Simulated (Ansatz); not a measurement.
Start from SiC in the wurtzite structure (space group P6_3mc, No. 186).

```
CELL_PARAMETERS angstrom
      3.09195     0.00000     0.00000
     -1.54598     2.67771     0.00000
      0.00000     0.00000     5.07427
ATOMIC_POSITIONS crystal
  Si 0.33333 0.66667 0.99958
  Si 0.66667 0.33333 0.49958
  C  0.33333 0.66667 0.37542
  C  0.66667 0.33333 0.87542
```

Cartesian axes are those of the cell as printed.

Method: PBE/PAW in Ansatz (a first-principles code), without spin-orbit coupling.

Strains are applied to the cell and any free atomic positions relax; under biaxial strain the out-of-plane vector relaxes too.

One change was made to it. Results:

The band gap decreases by 0.153 eV, from 2.31 eV to 2.15 eV; the smallest direct gap grows by 0.154 eV to 4.10 eV; the valence-band top at Γ (three highest levels, from the VBM) goes from 0.00, 0.00, -0.11 eV to 0.00, 0.00, -0.26 eV.

Which change produced these results?
A. biaxial strain −3.00 %, plane normal [001], relaxed out of plane
B. biaxial strain −2.40 %, plane normal [001], relaxed out of plane
C. biaxial strain −1.20 %, plane normal [001], relaxed out of plane

C, biaxial strain −1.20 %, plane normal [001], relaxed out of plane. For comparison, the band gap in the other runs: biaxial strain −2.40 %, plane normal [001], relaxed out of plane gives 1.98 eV; biaxial strain −3.00 %, plane normal [001], relaxed out of plane gives 1.89 eV.

No phonon test of stability was made.
